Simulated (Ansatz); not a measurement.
**Pd3Ge2S2 (model structure, started from the Co3Sn2S2 type, R-3m, No. 166, 7 atoms in the cell): equilibrium lattice constant a by level of theory**

No measured value is used here.

| level (code) | value (Å) |
|---|---|
| LDA (Ansatz) | 5.634 |
| PBE (Ansatz) | 5.850 |
| PBEsol (Ansatz) | 5.692 |
| r²SCAN (Ansatz) | 5.804 |

LDA, PBE, PBEsol, r²SCAN: the run has no spin polarisation, so it can have missed a magnetic state. Cutoffs differ between the levels. Ansatz's density-functional and Hartree–Fock values are scalar-relativistic unless marked +SOC, with PAW data made under PBE.

A model structure was made by putting elements into a prototype or built by hand; it is no filed structure, need not be a known phase, and can be a saddle point held by its symmetry.

Ansatz is a quantum-chemistry and plane-wave program.
